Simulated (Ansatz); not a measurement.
Take ZrS$_{2}$ in the CdI2 type structure (space group P-3m1, No. 164; a = 3.6743 Å, c = 5.8603 Å; layered, stacked along the Cartesian z axis) as the base. Axes: x lies along a and z along c of the hexagonal cell.

Calculations: DFT with r2SCAN+rVV10, PAW potentials and a 500 eV plane-wave cutoff in Ansatz (an electronic-structure program), spin-orbit coupling left out.

Before the change:

```
Quantity    Result
--------  --------
Pressure  0.1 kbar
```

Perturbation: compressive biaxial strain of 0.40 % in the plane normal to [001], as in epitaxy on a mismatched substrate; the out-of-plane cell vector and the atoms relax.

Question: Estimate the effect on the out-of-plane strain and pressure.

Answer: The out-of-plane strain is +0.18 %; the pressure (mean of the normal stresses, compression positive) rises by 4.5 kbar, from 0.1 kbar to 4.6 kbar.

Whether these cells are dynamically stable was not tested.
